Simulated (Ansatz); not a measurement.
The starting structures come from a database of crystals and need not be the phases stable at ambient conditions.

By PBEsol, the system below comes out a metal.

Without scattering a metal conducts by its projected Fermi surface.

Consider the following.

```xyz
2
Lattice="2.8613 0.0000 0.0000 0.0000 4.7953 0.0000 -1.3371 0.0000 2.4215" Properties=species:S:1:pos:R:3 pbc="T T T"
Au     1.4677     1.1988     0.8104
Au     0.0565     3.5965     1.6111
```

Space group of this cell: Cmcm. The cell is strained (all lengths scaled by 0.98); by PBEsol its mean pressure is 5.0 GPa.

The current flows along the normal of the first two printed cell vectors. No spin-orbit coupling; the value is a mean over 0.1 eV about the Fermi level.

Give the ballistic conductance per area that PBEsol in Ansatz (an electronic-structure program) yields.

0.90 × 10¹⁵ S/m² for both spins.
